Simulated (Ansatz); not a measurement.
Hypothetical P6_3/mmc SnSe2: response to strain

Take SnSe2 in the 2H-MoS2 type structure (space group P6_3/mmc, No. 194; a = 3.7956 Å, c = 12.0254 Å; a hypothetical phase, not in the database extracts checked; layered, stacked along the Cartesian z axis) as the base. Axes: x lies along a and z along c of the hexagonal cell.

Strains are applied to the cell and any free atomic positions relax; under biaxial strain the out-of-plane vector relaxes too; under stress the whole cell relaxes.

Computed with r2SCAN+rVV10 in Ansatz (plane waves to 500 eV, PAW, no spin-orbit coupling).

Notes on the quantities. pressure: mean of the normal stresses, compression positive; energy relative to the base: free energy F.

| variant | pressure | energy relative to the base | shortest interatomic distance | space group |
|---|---|---|---|---|
| base | 0.0 GPa | 0 meV/atom | 2.779 Å | P6_3/mmc (No. 194) |
| biaxial strain +3.36 %, plane normal [001], relaxed out of plane | -2.3 GPa | – | 2.832 Å | P6_3/mmc (No. 194) |
| isotropic strain +1.98 % | -2.6 GPa | +13 meV/atom | 2.813 Å | P6_3/mmc (No. 194) |
| isotropic strain +2.49 % | -3.2 GPa | +20 meV/atom | 2.821 Å | P6_3/mmc (No. 194) |
| uniaxial strain ε_zz = +2.73 % | -0.8 GPa | +2.4 meV/atom | 2.780 Å | P6_3/mmc (No. 194) |
| tensor shear ε_xz = −0.89 % | 4.7 GPa | -82 meV/atom | 2.543 Å | C2/c (No. 15) |
| uniaxial stress, 5 GPa compression along x | – | +16 meV/atom | 2.742 Å | Cmcm (No. 63) |
| tensor shear ε_xy = +3.41 % | 0.1 GPa | +15 meV/atom | 2.749 Å | P2_1/m (No. 11) |

Without a gap, meshes like the base's 14×14×4 leave anisotropic stresses uncertain by several tenths of a GPa, and small strain energies with them. Beyond what the load breaks, stability against distortions was not tested. The final runs are not spin-polarised. Under tensor shear ε_xz = −0.89 % the cell ends below the base's energy or with stress of the wrong sign: the atoms slid into a distortion or the cell is elastically unstable, so the base is not a stable minimum at this level.

Ansatz is an electronic-structure program.
